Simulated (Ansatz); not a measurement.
System: MnS (F-43m, No. 216, 2 atoms in the cell; start mp-1783; metastable phase). Method: r²SCAN+rVV10 in Ansatz (plane waves, PAW).

Settings: plane-wave cutoff 560 eV, 20×20×20 k mesh, Fermi–Dirac smearing 0.05 eV, spin-polarised start, scalar-relativistic PAW data made under PBE.

Cell (relaxed at this level):

```cif
data_Mn4S4
_chemical_formula_sum 'Mn4 S4'
_space_group_name_H-M_alt 'F-43m'
_space_group_IT_number 216
_space_group_name_Hall 'F -4 2 3'
_cell_length_a 5.62845
_cell_length_b 5.62845
_cell_length_c 5.62845
_cell_angle_alpha 90.000
_cell_angle_beta 90.000
_cell_angle_gamma 90.000
loop_
_atom_site_label
_atom_site_type_symbol
_atom_site_symmetry_multiplicity
_atom_site_Wyckoff_symbol
_atom_site_fract_x
_atom_site_fract_y
_atom_site_fract_z
_atom_site_occupancy
Mn1 Mn 4 a 0.00000 0.00000 0.00000 1
S1 S 4 d 0.75000 0.75000 0.75000 1
```
(The calculation used a cell of 2 atoms; values per cell refer to that cell.)

Predict the band gap.


* **band gap**: 0.63 eV (on the SCF k mesh)

Note: the magnetic order was assumed, not searched for or taken from measurement; the relaxation could not lower the start's symmetry, so the cell can be a saddle point above a distorted one.

Computed values are for the static lattice.

It cost very roughly 19 core-minutes of CPU time.

A start named mp-… is a Materials Project structure, which need not be a measured phase.

Ansatz is a first-principles code.
